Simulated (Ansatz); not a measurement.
# Ge$_{2}$Sb$_{2}$Te$_{5}$ (space group P-3m1, No. 164)

```cif
data_Ge2Sb2Te5
_chemical_formula_sum 'Te5 Ge2 Sb2'
_space_group_name_H-M_alt 'P-3m1'
_space_group_IT_number 164
_space_group_name_Hall '-P 3 2"'
_cell_length_a 4.29328
_cell_length_b 4.29328
_cell_length_c 17.63419
_cell_angle_alpha 90.000
_cell_angle_beta 90.000
_cell_angle_gamma 120.000
loop_
_atom_site_label
_atom_site_type_symbol
_atom_site_symmetry_multiplicity
_atom_site_Wyckoff_symbol
_atom_site_fract_x
_atom_site_fract_y
_atom_site_fract_z
_atom_site_occupancy
Te1 Te 1 a 0.00000 0.00000 0.00000 1
Ge1 Ge 2 d 0.66667 0.33333 0.09824 1
Te2 Te 2 d 0.33333 0.66667 0.19409 1
Sb1 Sb 2 c 0.00000 0.00000 0.30944 1
Te3 Te 2 d 0.66667 0.33333 0.40641 1
```

Level of theory: DFT with PBE, PAW potentials and a 420 eV plane-wave cutoff in Ansatz (a quantum-chemistry and plane-wave program), without spin-orbit coupling. Settings: 9×9×2 k-points, 0.05 eV Fermi–Dirac smearing.

| Property | Value |
|---|---|
| Volume per atom | 31.28 Å³ |
| Density | 6.06 g/cm³ |
| Band gap | 0.53 eV, indirect, Γ → K–Γ (88 % along) |
| Hole mass | 0.52 mₑ along c, 0.12 mₑ across |
| Total energy | -6273.300 eV/atom (σ→0; compares only within this code and set-up) |

With Sb and Te present, leaving out spin-orbit coupling can change the band edges. Effective masses come from finite differences of ±0.01 Å⁻¹. No phonon test of stability was made.
